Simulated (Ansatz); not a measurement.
Reference: ZnInGaO4 (R3m), PBEsol, rigid bands (plane waves, PAW, scalar-relativistic; Ansatz, a program for electronic structure); axes and stresses refer to this cell.

```xyz
7
Lattice="1.6574 0.9569 8.5835 -1.6574 0.9569 8.5835 0.0000 -1.9138 8.5835" Properties=species:S:1:pos:R:3 pbc="T T T"
Zn     0.0000     0.0000     5.6312
In     0.0000     0.0000     0.0757
Ga     0.0000     0.0000    20.2691
O      0.0000     0.0000     7.5986
O      0.0000     0.0000    18.3148
O      0.0000     0.0000     3.1203
O      0.0000     0.0000    22.2415
```

* **Seebeck coefficient, n-type 1e19 cm⁻³**: -114 μV/K
* **electron conductivity mass**: 0.20 mₑ
* **band gap**: 1.17 eV

Task: Change: functional PBE, cell relaxed with it. What happens to Seebeck coefficient, n-type 1e19 cm⁻³, electron conductivity mass, band gap?

Result: Seebeck coefficient, n-type 1e19 cm⁻³ drops in size to -111 μV/K; electron conductivity mass shrinks to 0.193 mₑ; band gap falls to 1.12 eV.

Task: Change: functional r2SCAN on the same cell. What happens to Seebeck coefficient, n-type 1e19 cm⁻³, electron conductivity mass, band gap?

Result: Seebeck coefficient, n-type 1e19 cm⁻³ goes up in size to -128 μV/K; electron conductivity mass increases to 0.23 mₑ; band gap grows to 1.74 eV.

Masses are for dilute carriers at 300 K, harmonic means over directions unless an axis is named. Seebeck coefficients are for the stated density at 300 K, with one relaxation time for all states and whether or not that doping can be reached. Spin-orbit coupling is left out unless a row names it.
